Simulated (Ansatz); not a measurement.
Consider the following.

End structure of a constructed model of the (0001) surface of hcp Zr, a pseudomorphic layer of W in the host's stacking (bottom of the slab: a bare face, its two planes held):

```xyz
7
Lattice="3.2325 0.0000 0.0000 -1.6162 2.7994 0.0000 0.0000 0.0000 32.0000" Properties=species:S:1:pos:R:3 pbc="T T T"
Zr     1.6162     0.9331     8.0629
Zr     0.0000     1.8663    10.6479
Zr     1.6162     0.9331    13.2625
Zr     0.0000     1.8663    15.8624
Zr     1.6162     0.9331    18.4072
Zr     0.0000     1.8663    21.1141
W      1.6162     0.9331    23.1133
```

Set-up: 7 atoms, 15.9 Å thick at the start; mesh 13x13x1; 0.1 eV smearing; dipole correction on; single point; on the structure that PBE left under its start's symmetry; no spin, no spin-orbit, no U. It is one candidate, not shown to be the stable structure of the face.

Problem. What work function of the top face does r2SCAN, at the PBE geometry (Ansatz, a first-principles code) give?

Solution. 4.35 eV
